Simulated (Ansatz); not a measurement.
Reference: LuAgO2 (R-3m), PBEsol, rigid bands (plane waves, PAW, scalar-relativistic; Ansatz, a program for electronic structure); geometry: cell and atoms relaxed with PBEsol.

```cif
data_Ag3Lu3O6
_chemical_formula_sum 'Lu3 Ag3 O6'
_space_group_name_H-M_alt 'R-3m :H'
_space_group_IT_number 166
_space_group_name_Hall '-R 3 2"'
_cell_length_a 3.39136
_cell_length_b 3.39136
_cell_length_c 18.48938
_cell_angle_alpha 90.000
_cell_angle_beta 90.000
_cell_angle_gamma 120.000
loop_
_atom_site_label
_atom_site_type_symbol
_atom_site_symmetry_multiplicity
_atom_site_Wyckoff_symbol
_atom_site_fract_x
_atom_site_fract_y
_atom_site_fract_z
_atom_site_occupancy
Lu1 Lu 3 b 0.00000 0.00000 0.50000 1
Ag1 Ag 3 a 0.00000 0.00000 0.00000 1
O1 O 6 c 0.00000 0.00000 0.11050 1
```
(The calculation used a cell of 4 atoms; values per cell refer to that cell.)

The band gap is 2.15 eV and the electron conductivity mass is 0.53 mₑ. The Seebeck coefficient, n-type 1e19 cm⁻³ comes out as -227 μV/K.

### Question
Replace Lu by Rh on the same sites and relax. What happens?

### Answer
RhAgO$_{2}$ (R-3m): volume per atom 15.3 to 12.5 Å³; band gap falls (2.15 eV to 0.41 eV); electron conductivity mass falls (0.53 mₑ to 0.44 mₑ); Seebeck coefficient, n-type 1e19 cm⁻³ rises in size (-227 μV/K to -349 μV/K).

Moves up to 5 % count as about the same. Masses are for dilute carriers at 300 K, harmonic means over directions unless an axis is named. Seebeck coefficients are for the stated density at 300 K, with one relaxation time for all states and whether or not that doping can be reached. Spin-orbit coupling is left out.

Computed structure with no diffraction record at hand here (it may be known, metastable or hypothetical): LuAgO2 (R-3m), RhAgO2 (R-3m). The missing spin-orbit coupling matters most for LuAgO2 (R-3m).
